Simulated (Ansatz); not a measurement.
Take BeSe in the zinc blende structure (space group F-43m, No. 216; a = 5.082 Å) as the base. Axes: x, y, z lie along the cube axes.

Method: LDA/PAW in Ansatz (a program for electronic structure), no SOC.

Before the change:

The valley order is X along ⟨100⟩ 2.40 eV.

Now apply this change: the cell is stretched by 0.50 % along z with no lateral relaxation; the atoms relax in the strained cell.

Problem. What does the calculation give for the stress after the change?

Solution. The stress (xx, yy, zz, yz, xz, xy; compression positive) comes out as (-0.29, -0.29, -0.69, 0.00, 0.00, 0.00) GPa.

Problem. Predict the new valley order.

Solution. The valley order (the lowest conduction-band minima on the path, energy above the VBM, named in the base's zone) goes from X along ⟨100⟩ 2.40 eV to X along [010] 2.39 eV; X along [001] 2.43 eV.

The levels and masses belong to the bands next to the band gap. Stability against distortions was not tested.
